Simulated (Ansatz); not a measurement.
## Hypothetical diamond Tl, pressure series

The reference is Tl in the diamond structure (space group Fd-3m, No. 227; a = 6.8687 Å; a hypothetical phase, not in the database extracts checked).

Cell and atoms are relaxed at each pressure.

Computed with PBEsol/PAW in Ansatz (an electronic-structure program), spin-orbit coupling left out.

```tsv
pressure (GPa)	volume per atom (Å³/atom)
-2	47.269
-1	43.011
0	40.507
0.3	?
0.7	39.217
1.5	38.020
3	36.240
5	34.336
10	31.358
```

Problem. Fit the third-order Birch–Murnaghan form P(V) = (3B₀/2)[(V₀/V)^(7/3) − (V₀/V)^(5/3)]·[1 + (3/4)(B₀′ − 4)((V₀/V)^(2/3) − 1)] (squares taken in P) to the rows shown and predict the withheld row.

Solution. Least squares on the printed values gives V₀ = 40.525 Å³/atom, B₀ = 19.6 GPa, B₀′ = 5.3; this predicts 39.933 Å³/atom, and the run gives 39.918 Å³/atom, 0.015 lower.

Load acts through the strain it causes; cell and atoms are relaxed under it. Whether these cells are dynamically stable was not tested. Competing high-pressure phases were not computed.
